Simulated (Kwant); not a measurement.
Device: wire with a side stub in a InAs two-dimensional gas. Effective mass 0.023 mₑ, grid spacing 5 nm, hard walls, nominal width 100 nm (19 grid rows, so walls 100 nm apart), one parabolic valley, scattering region 300 nm long along x; energies count from the band bottom; Fermi energy swept from 0.0013079 to 0.015532 eV. Closed stub on one side, 130 nm wide and 82 nm deep.

The device is made up for the run: typed textbook-type constants, with dimensions and the other settings drawn at random.

Kwant, effective-mass tight-binding model on a square grid, one spin, coherent transport at 0 K. Conductance is in e²/h.

**Question.** How many channels do the leads carry at E = 9.56, 11.2, 11.6 meV?

**Answer.** The hard-wall thresholds are n² ħ²π²/(2mW²) = n² × 1.63 meV with W = 100 nm. √(9.56/1.63) = 2.42, so 2. √(11.2/1.63) = 2.62, so 2. √(11.6/1.63) = 2.66, so 2.
